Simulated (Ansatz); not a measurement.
Phonon-limited transport in Ag under load (space group Fm-3m)

Here is the system:

```yaml
crystal:
  lattice:
    - [0.00000, 1.96314, 1.96314]
    - [1.96314, 0.00000, 1.96314]
    - [1.96314, 1.96314, 0.00000]
  atoms:
    - { symbol: Ag, position: [0.00000, 0.00000, 0.00000] }
```

All values below come from PBEsol, DFPT electron-phonon coupling, linearised Boltzmann equation (plane waves, PAW, scalar-relativistic; Ansatz, a program for electronic structure). Condition of this run: hydrostatic pressure 15 GPa (the target of the relaxation). How the cell was made: relaxed with this functional, without spin-orbit coupling, then loaded as said.

The resistivity at 300 K is 1.20 μΩ·cm and the resistivity at 77 K is 0.183 μΩ·cm. The electron mean free path at 300 K (weighted by the current that each state carries) is 68 nm, the resistivity times mean free path for one path shared by all states (from the Fermi surface's area) is 7.9 ×10⁻¹⁶ Ω·m² and the electron-phonon coupling λ is 0.094. The transport coupling λ_tr is 0.097 and the logarithmic mean phonon energy is 14.9 meV. The density of states at the Fermi level is 0.123 states/(eV·spin·cell) and the drude plasma energy is 9.6 eV. The Hall coefficient at 300 K comes out as -6.0 ×10⁻¹¹ m³/C. The Tc for μ* = 0.10 (anisotropic Eliashberg) is below 1 K and the Tc for μ* = 0.13 (anisotropic Eliashberg) is below 1 K.

A metal at this level (no band gap). Only scattering by harmonic phonons is included (no impurities, grain boundaries, electron-electron scattering or thermal expansion). Spin-orbit coupling is left out. Halving the electron mesh (36x36x36) moves the resistivity by up to 1 % at 300 K, the mean free path by up to 4 %, the coupling by up to 1 %. Smearing 0.20 eV; phonons on a 6x6x6 q mesh, which this run doesn't test and which matters most at low temperature. Tc comes from the anisotropic Migdal-Eliashberg equations with μ*, a chosen number, referred to 17.1 meV.
